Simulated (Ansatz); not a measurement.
We consider SiO₂ (P4₁2₁2, No. 92), described by r²SCAN (plane waves, PAW; Ansatz, a first-principles code).

Numerical settings: plane-wave cutoff 560 eV, 8×8×6 k mesh (along the axes of the cell as run), Fermi–Dirac smearing 0.01 eV, scalar-relativistic PAW data made under PBE.

Cell (measured lattice):

```
CELL_PARAMETERS angstrom
      4.97090     0.00000     0.00000
      0.00000     4.97090     0.00000
      0.00000     0.00000     6.92780
ATOMIC_POSITIONS crystal
  Si 0.30050 0.30050 0.00000
  Si 0.19950 0.80050 0.25000
  Si 0.69950 0.69950 0.50000
  Si 0.80050 0.19950 0.75000
  O  0.23920 0.10370 0.17860
  O  0.39630 0.73920 0.42860
  O  0.76080 0.89630 0.67860
  O  0.60370 0.26080 0.92860
  O  0.73920 0.39630 0.57140
  O  0.89630 0.76080 0.32140
  O  0.26080 0.60370 0.07140
  O  0.10370 0.23920 0.82140
```

Estimate the band gap that the calculation returns.


- band gap: 6.41 eV (direct)

Note: cell and atoms aren't relaxed at this level (largest force component 0.28 eV/Å, pressure 3.2 GPa).

Static lattice: no zero-point or thermal effects.

Cost on a shared machine: roughly 70 core-seconds.
